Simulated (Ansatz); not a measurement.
The parent structure is LiNbO3 (space group R3c, No. 161; a = 5.137 Å, c = 13.887 Å (hexagonal axes)).

The values are results of Kohn–Sham DFT with the r2SCAN functional, run in Ansatz (a quantum-chemistry and plane-wave program) with PAW and 500 eV plane waves, no spin-orbit coupling, earlier PAW set, not measurements.

For the base:

```
Property     Value
--------  --------
Pressure  0.0 kbar
```

One thing is altered: the cell is scaled by 1.0102 in all directions; the atoms relax in the strained cell.

Q: What happens to the energy relative to the base, pressure and largest internal atomic displacement?

A: The energy goes up by 3.4 meV/atom; the pressure (mean of the normal stresses, compression positive) goes from zero to -32.6 kbar; the largest internal atomic displacement amounts to 0.030 Å.

No phonon test of stability was made.
